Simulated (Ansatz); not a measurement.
System: CaO (model structure, started from the CsCl type, Pm-3m, No. 221, 2 atoms in the cell; like a known high-pressure phase). Method: LDA (Ansatz, a program for electronic structure, plane waves, PAW).

Settings: plane-wave cutoff 520 eV, 12×12×12 k mesh, Fermi–Dirac smearing 0.01 eV, scalar-relativistic PAW data made under PBE.

Cell (relaxed at this level):

```cif
data_CaO
_chemical_formula_sum 'Ca1 O1'
_space_group_name_H-M_alt 'P 1'
_space_group_IT_number 1
_cell_length_a 2.84767
_cell_length_b 2.84767
_cell_length_c 2.84767
_cell_angle_alpha 90.000
_cell_angle_beta 90.000
_cell_angle_gamma 90.000
loop_
_space_group_symop_operation_xyz
  'x, y, z'
loop_
_atom_site_label
_atom_site_type_symbol
_atom_site_fract_x
_atom_site_fract_y
_atom_site_fract_z
_atom_site_occupancy
Ca1 Ca 0.00000 0.00000 0.00000 1
O1 O 0.50000 0.50000 0.50000 1
```

What does this level give for the band gap and bulk modulus?


* **band gap**: 2.58 eV (on the SCF k mesh)
* **bulk modulus**: 134 GPa

Note: the bulk modulus is −V dP/dV from two relaxed cells at ±2 % in volume.

The computed numbers hold no vibrational or temperature effects.

It cost roughly 4 core-seconds of CPU time.

A model structure was made by putting elements into a prototype or built by hand; it is no filed structure, need not be a known phase, and can be a saddle point held by its symmetry.
